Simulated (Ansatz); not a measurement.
TiSi2, response to strain

Base system: TiSi2 (space group Fddd, No. 70; a = 4.7804 Å, b = 8.2321 Å, c = 8.5219 Å). Axes: x, y, z lie along a, b, c of the conventional cell.

Strains are applied to the cell and any free atomic positions relax; under biaxial strain the out-of-plane vector relaxes too; under stress the whole cell relaxes.

Calculations: r2SCAN (Ansatz, a program for electronic structure), no spin-orbit coupling, earlier PAW set.

Notes on the quantities. energy relative to the base: free energy F.

```json
[
 {"case": "base", "energy relative to the base": "0 meV/atom", "shortest interatomic distance": "2.520 Å"},
 {"case": "biaxial strain −2.91 %, plane normal [001], relaxed out of plane", "energy relative to the base": "+28 meV/atom", "shortest interatomic distance": "2.512 Å"},
 {"case": "biaxial strain −0.52 %, plane normal [001], relaxed out of plane", "energy relative to the base": "+0.8 meV/atom", "shortest interatomic distance": "2.518 Å"},
 {"case": "isotropic strain −5.29 %", "energy relative to the base": "+198 meV/atom", "shortest interatomic distance": "2.392 Å"},
 {"case": "isotropic strain −2.69 %", "energy relative to the base": "+47 meV/atom", "shortest interatomic distance": "2.455 Å"},
 {"case": "isotropic strain +4.09 %", "energy relative to the base": "+86 meV/atom", "shortest interatomic distance": "2.615 Å"},
 {"case": "uniaxial strain ε_yy = −1.61 %", "energy relative to the base": "+3.9 meV/atom", "shortest interatomic distance": "2.517 Å"},
 {"case": "uniaxial strain ε_zz = +1.07 %", "energy relative to the base": "+2.0 meV/atom", "shortest interatomic distance": "2.537 Å"},
 {"case": "tensor shear ε_xz = +3.30 %", "energy relative to the base": "…", "shortest interatomic distance": "…"},
 {"case": "uniaxial stress, 2 GPa tension along x", "energy relative to the base": "+0.6 meV/atom", "shortest interatomic distance": "2.521 Å"}
]
```

**Question.** What belongs in the blanks?

**Answer.** 
- tensor shear ε_xz = +3.30 %, energy relative to the base: +21 meV/atom
- tensor shear ε_xz = +3.30 %, shortest interatomic distance: 2.484 Å

Without a gap, meshes like the base's 13×13×13 leave anisotropic stresses uncertain by several tenths of a GPa, and small strain energies with them. Beyond what the load breaks, stability against distortions was not tested. The final runs are not spin-polarised.
